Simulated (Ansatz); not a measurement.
System: WTe2 (P6₃/mmc, No. 194, 6 atoms in the cell; start mp-1019322; a measured phase of this formula has another space group). Method: PBEsol in Ansatz (PAW).

Output (set-up and result lines):

```
Crystal: 6 atoms, lattice volume = 148.903 Å³
Basis set: ecut = 520 eV, 4073 PW (Γ), exchange–correlation on 54×54×216 points (8 copies of the dense FFT grid, shifted against one another)
Bands: 56, of which v1, the nominal top of the filled ones, is band 46 counted from 1 (45 counted from 0)
Symmetry: 24 space group operations
Space group: P63/mmc (ITA 194), of the structure as read, at distance tolerance 5.3e-5 Å
k-points: 57 of 576
Initial density: superposition of atomic densities (chi_scale 0.1, normalization cell, long waves kept (reshape's long-wave potential 0.06 eV rms))
Functional: x = pbesol(κ = 0.804, μ = 0.12345679012345678), c = pbesol(β = 0.046)
SCF iter   1: F=—  HF=-48122.687130 eV  |F-HF|=—  |Δ(HF+E_count)|=         —  Δρ=3.42e-2  dr2=2.02e0
SCF iter   2: F=—  HF=-48122.295124 eV  |F-HF|=—  |Δ(HF+E_count)|=   3.92e-1  Δρ=1.98e-2  dr2=6.62e-1
  ...
SCF iter   9: F=—  HF=-48122.109143 eV  |F-HF|=—  |Δ(HF+E_count)|=   7.92e-9  Δρ=8.33e-7  dr2=1.13e-9
SCF iter  10: F=-48122.109143 eV  HF=-48122.109143 eV  |F-HF|=2.18e-11  |Δ(HF+E_count)|=  4.37e-10  Δρ=1.36e-7  dr2=1.70e-11
SCF 1 converged in 10 iterations: F = -48122.109143 eV  dr2 = 1.70e-11
SCF converged after 10 iterations
Free energy (F): -48122.109143 eV
Internal energy: -48122.109143 eV  (E = F + TS)
E sigma→0 (E₀):  -48122.109143 eV
Fermi energy:    13.268877 eV
--- Stress (GPa, compression-positive) ---
       -0.003108      -0.000000       0.000000
       -0.000000      -0.003108       0.000000
        0.000000       0.000000      -0.005052
  P = ⅓ Tr σ = -0.0038 GPa (-0.038 kbar)
```

### Question
Write an input file that could have produced this run (the log leaves some choices open).

### Answer
One answer among several that fit: 
Ansatz 0.2 input:
```yaml
crystal:
  lattice:
    - [3.4967602597, 0.0, 0.0]
    - [-1.7483801298, 3.0282832158, 0.0]
    - [0.0, 0.0, 14.0618420021]
  atoms:
    - { symbol: Te, position: [0.3333333333, 0.6666666667, 0.8789529422] }
    - { symbol: Te, position: [0.6666666667, 0.3333333333, 0.1210470578] }
    - { symbol: Te, position: [0.6666666667, 0.3333333333, 0.3789529422] }
    - { symbol: Te, position: [0.3333333333, 0.6666666667, 0.6210470578] }
    - { symbol: W, position: [0.3333333333, 0.6666666667, 0.25] }
    - { symbol: W, position: [0.6666666667, 0.3333333333, 0.75] }
basis:
  ecutwfc: 520
  ecutrho_ratio: 4
  xc_grid: 2
kpoints:
  mp_grid: { grid: [12, 12, 4] }
  band_path:
    path:
      - [0.0, 0.0, 0.0]
      - [0.05, 0.0, 0.0]
      - [0.1, 0.0, 0.0]
      - [0.15, 0.0, 0.0]
      - [0.2, 0.0, 0.0]
      - [0.25, 0.0, 0.0]
      - [0.3, 0.0, 0.0]
      - [0.35, 0.0, 0.0]
      - [0.4, 0.0, 0.0]
      - [0.45, 0.0, 0.0]
      - [0.5, 0.0, 0.0]
      - [0.466667, 0.066667, 0.0]
      - [0.433333, 0.133333, 0.0]
      - [0.4, 0.2, 0.0]
      - [0.366667, 0.266667, 0.0]
      - [0.333333, 0.333333, 0.0]
      - [0.305556, 0.305556, 0.0]
      - [0.277778, 0.277778, 0.0]
      - [0.25, 0.25, 0.0]
      - [0.222222, 0.222222, 0.0]
      - [0.194444, 0.194444, 0.0]
      - [0.166667, 0.166667, 0.0]
      - [0.138889, 0.138889, 0.0]
      - [0.111111, 0.111111, 0.0]
      - [0.083333, 0.083333, 0.0]
      - [0.055556, 0.055556, 0.0]
      - [0.027778, 0.027778, 0.0]
      - [0.0, 0.0, 0.5]
      - [0.05, 0.0, 0.5]
      - [0.1, 0.0, 0.5]
      - [0.15, 0.0, 0.5]
      - [0.2, 0.0, 0.5]
      - [0.25, 0.0, 0.5]
      - [0.3, 0.0, 0.5]
      - [0.35, 0.0, 0.5]
      - [0.4, 0.0, 0.5]
      - [0.45, 0.0, 0.5]
      - [0.5, 0.0, 0.5]
      - [0.466667, 0.066667, 0.5]
      - [0.433333, 0.133333, 0.5]
      - [0.4, 0.2, 0.5]
      - [0.366667, 0.266667, 0.5]
      - [0.333333, 0.333333, 0.5]
      - [0.305556, 0.305556, 0.5]
      - [0.277778, 0.277778, 0.5]
      - [0.25, 0.25, 0.5]
      - [0.222222, 0.222222, 0.5]
      - [0.194444, 0.194444, 0.5]
      - [0.166667, 0.166667, 0.5]
      - [0.138889, 0.138889, 0.5]
      - [0.111111, 0.111111, 0.5]
      - [0.083333, 0.083333, 0.5]
      - [0.055556, 0.055556, 0.5]
      - [0.027778, 0.027778, 0.5]
    npoints: 1
hamiltonian:
  xc: pbesol
  dispersion: none
  pseudopotentials: { azcp: { folder: ./paw }, kind: paw }
scf:
  occupations: { method: fermi_dirac, width: 0.01 }
  convergence: { dr2_threshold: 0.0000000006 }
output:
  forces: true
  stress: true
  eigenvalues: true
  write_bands: true
```

The PAW data were made under PBE.

Note: the cell has widely spaced layers and the level no dispersion term, so their spacing and the moduli can rest on weak binding.

A start named mp-… is a Materials Project structure, which need not be a measured phase.

Ansatz is a program for electronic structure.
